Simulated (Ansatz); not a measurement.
Fluorite AuAl₂ was calculated with r²SCAN in Ansatz (plane waves, PAW).

Run with plane-wave cutoff 560 eV, 16×16×16 k mesh, Fermi–Dirac smearing 0.05 eV, scalar-relativistic PAW data made under PBE.

Pressure at four volumes; x = ln(V/18.092 Å³). One pressure is withheld.

```csv
V (Å³/atom),x,P (GPa)
17.006,-0.0619,?
17.368,-0.0408,5.31
18.092,0.0000,0.00
19.177,0.0582,-6.00
```

Task: Pass a parabola P(x) through the three rows shown, estimate the bulk modulus and its pressure derivative near zero pressure, and predict the withheld pressure.

Result: Slopes between the rows: (0.00 − (5.31))/(0.0000 − (-0.0408)) = -130.15 and (-6.00 − (0.00))/(0.0582 − (0.0000)) = -103.09 GPa. Their difference over the span 0.0990 is c = 27.06/0.0990 = 273.3 GPa, so P(x) = 5.31 + (-130.15)(x − (-0.0408)) + 273.3 (x − (-0.0408))(x − (0.0000)). At the middle row B = −dP/dx = −[-130.15 + 273.3 × 0.0408] = 119.0 GPa, and B′ = dB/dP = 2c/B = 4.6. At x = -0.0619 the parabola gives 8.41 GPa; the run gives 8.45 GPa. The Birch–Murnaghan fit to the energies at all volumes has B0 = 118 GPa and B′ = 4.7.

Spin–orbit coupling is not included; it can shift volumes and moduli of such heavy elements.

Ansatz is a first-principles code.
